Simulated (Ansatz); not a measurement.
Pd3Ge2S2 (model structure, started from the Co3Sn2S2 type, R-3m, No. 166, 7 atoms in the cell), treated with LDA in Ansatz (plane waves, PAW).

Numerical settings: plane-wave cutoff 520 eV, 12×12×12 k mesh, Fermi–Dirac smearing 0.05 eV, scalar-relativistic PAW data made under PBE.

Cell (relaxed at this level):

```cif
data_Ge2Pd3S2
_chemical_formula_sum 'Pd3 Ge2 S2'
_space_group_name_H-M_alt 'P 1'
_space_group_IT_number 1
_cell_length_a 5.32275
_cell_length_b 5.32275
_cell_length_c 5.32275
_cell_angle_alpha 63.907
_cell_angle_beta 63.907
_cell_angle_gamma 63.907
loop_
_space_group_symop_operation_xyz
  'x, y, z'
loop_
_atom_site_label
_atom_site_type_symbol
_atom_site_fract_x
_atom_site_fract_y
_atom_site_fract_z
_atom_site_occupancy
Pd1 Pd 0.50000 0.00000 0.00000 1
Pd2 Pd 0.00000 0.50000 0.00000 1
Pd3 Pd 0.00000 0.00000 0.50000 1
Ge1 Ge 0.50000 0.50000 0.50000 1
Ge2 Ge 0.00000 0.00000 0.00000 1
S1 S 0.70465 0.70465 0.70465 1
S2 S 0.29535 0.29535 0.29535 1
```

Task: What does this level give for the bulk modulus B0?

Result: 
* **bulk modulus B0**: 92.4 GPa

Note: the run has no spin polarisation, so it can have missed a magnetic state; the bulk modulus is −V dP/dV from two relaxed cells at ±2 % in volume; the relaxation could raise the start's symmetry but not lower it, so the cell can be a saddle point.

It cost roughly 13 core-minutes of CPU time.

A model structure was made by putting elements into a prototype or built by hand; it is no filed structure, need not be a known phase, and can be a saddle point held by its symmetry.

Ansatz is a first-principles code.
